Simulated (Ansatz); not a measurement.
The starting structures come from a database of crystals and need not be the phases stable at ambient conditions.

 Where the default PAW files enter, the runs use the earlier of Ansatz's two default sets.

```yaml
crystal:
  lattice:
    - [3.08591, 0.00000, 0.00000]
    - [-1.54296, 2.67248, 0.00000]
    - [1.54295, 0.89083, 5.68845]
  atoms:
    - { symbol: Cu, position: [0.00000, 0.00000, 0.00000] }
    - { symbol: Rh, position: [0.00000, 0.50000, 0.50000] }
    - { symbol: O, position: [0.21433, 0.10716, 0.67851] }
    - { symbol: O, position: [0.78567, 0.89284, 0.32149] }
```

Space group of this cell: R-3m. The cell is taken as given; by PBEsol its mean pressure is -3.8 GPa.

Transport runs along the normal of the first two printed cell vectors, the (001) plane of the conventional cell.

No gap correction and no spin-orbit coupling; mid-gap values are interpolated between computed energies.

Task: State the band gap and the smallest decay constant κ at mid-gap according to PBEsol in Ansatz (a program for electronic structure).

Result: Gap 0.64 eV on a 12×12×12 mesh; κ = 0.176 1/Å, at (0.333, 0.000) of the in-plane reciprocal vectors. At the zone centre, at the nearest computed energy, the slowest state has κ = 0.34 1/Å.
